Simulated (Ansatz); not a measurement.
Given:

End structure of the (30-32) surface of hcp Tl in its 1x1 cell, outermost plane spacing 0.97 Å in the ideal cut:

```xyz
22
Lattice="3.5790 0.0000 0.0000 0.0000 18.0970 0.0000 0.0000 0.0000 26.0000" Properties=species:S:1:pos:R:3 pbc="T T T"
Tl     1.7895     1.0032     8.3462
Tl     0.0000    16.0960     8.3468
Tl     0.0000    12.7948     9.1074
Tl     1.7895     9.7697     9.2413
Tl     1.7895     6.3686    10.0240
Tl     0.0000     3.4006    10.0739
Tl     0.0000    18.0533    11.1656
Tl     1.7895    15.0228    11.1611
Tl     1.7895    11.6842    12.0247
Tl     0.0000     8.6335    12.0308
Tl     0.0000     5.2255    12.9980
Tl     1.7895     2.2385    13.0020
Tl     1.7895    16.9274    13.9692
Tl     0.0000    13.8767    13.9753
Tl     0.0000    10.5381    14.8389
Tl     1.7895     7.5077    14.8344
Tl     1.7895     4.0634    15.9261
Tl     0.0000     1.0954    15.9760
Tl     0.0000    15.7913    16.7587
Tl     1.7895    12.7662    16.8926
Tl     1.7895     9.4650    17.6532
Tl     0.0000     6.4608    17.6538
```

Model: 22-atom slab, 9.7 Å thick at the start (thin: gaps and levels are the slab's own), 11x2x1 mesh, Fermi-Dirac 0.1 eV, dipole correction, all atoms relaxed; symmetry of the start imposed; no spin, no spin-orbit, no U.

Q: What is the computed surface energy (mean of both faces) (PBE in Ansatz, an electronic-structure program)?

A: 17 meV/Å^2

Q: What work function of the top face does PBE give?

A: 3.51 eV
